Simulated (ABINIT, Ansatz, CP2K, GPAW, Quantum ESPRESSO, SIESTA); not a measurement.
**Code comparison for ZnCu₂SnS₄ (I-4, 8 atoms in the cell)**

Self-consistent single point.

```yaml
crystal:
  lattice:
    - [-2.71380, 2.71380, 5.42853]
    - [2.71380, -2.71380, 5.42853]
    - [2.71380, 2.71380, -5.42853]
  atoms:
    - { symbol: Zn, position: [0.75000, 0.25000, 0.50000] }
    - { symbol: Cu, position: [0.00000, 0.00000, 0.00000] }
    - { symbol: Cu, position: [0.25000, 0.75000, 0.50000] }
    - { symbol: Sn, position: [0.50000, 0.50000, 0.00000] }
    - { symbol: S, position: [0.36432, 0.37124, 0.47758] }
    - { symbol: S, position: [0.62876, 0.10634, 0.99308] }
    - { symbol: S, position: [0.89366, 0.88674, 0.52242] }
    - { symbol: S, position: [0.11326, 0.63568, 0.00692] }
```

All programs got the same cell, k-point mesh and kind of occupations (in Ansatz's words: kpoints.mp_grid.grid = 4 4 4; scf.occupations.method = fermi_dirac; scf.occupations.width = 0.1 eV); potentials, basis and cutoffs are each program's usual ones.

```csv
code,model,pressure (GPa),largest force (eV/Å),k-points,cutoff
ABINIT,"PBE, PAW (JTH v2.0 PBE PAW)",1.57,0.157,14,30 Ha
SIESTA,"GGA PBE, numerical atomic orbitals TZP, PseudoDojo PBE standard norm-conserving potentials (rewritten from UPF to PSML)",2.80,0.240,44,grid 400 Ry
Quantum ESPRESSO,"PBE, PSlibrary PAW (PBE) pseudopotentials",1.33,0.187,14,55 Ry
CP2K,"PBE, GPW, DZVP-MOLOPT-SR-GTH basis, GTH-PBE potentials (GTH_POTENTIALS)",2.59,0.220,36,grid 600 Ry
GPAW,"PBE, GPAW PAW datasets PBE (gpaw-data 1.0.1)",1.88,0.086,14,800 eV
Ansatz,"PBE, PAW files",1.70,0.160,14,default
```

The spread over the programs that give each value: pressure within 1.47 GPa; largest force within 0.154 eV/Å.

The starting cell comes from a database of computed structures (which also holds hypothetical and non-ambient phases and stackings), without a prior relaxation at this level. Its lattice was rescaled by a random factor within 2.5 % of one. On Ansatz's run: Spin polarisation is off. A gap is left out here, as mesh or smearing make it unsure.

Task: Why do the programs differ, and what cannot be compared?

Result: Differences of this kind can come from the potentials, where these differ, and from what each basis and cutoff leave unconverged. The valence holds different numbers of electrons (ABINIT 88, SIESTA 96, Quantum ESPRESSO 72, CP2K 62, GPAW 72, Ansatz (a program for electronic structure) 88). The zero of total energies and Fermi levels follows the potentials and each program's conventions, so they are not compared here. SIESTA and CP2K use small atom-centred bases, whose incompleteness enters pressures, forces and empty levels differently from a plane-wave cutoff. Ansatz's pressure is given at a fixed set of plane waves, as the other plane-wave codes print theirs; with its correction for the finite basis it is 1.76 GPa. The programs reduce the same mesh by symmetry to different extents, which changes the work and not the result. In the pressure, SIESTA (by 1.17) lies more than 1 GPa from the median of the plane-wave programs. In the force vectors, SIESTA (by 0.102) and GPAW (by 0.086) lie more than 0.08 eV/Å from the median of the plane-wave programs.

Left out of this page: FLEUR (stopped by limits of time or memory).

Keys are those of Ansatz 0.2.
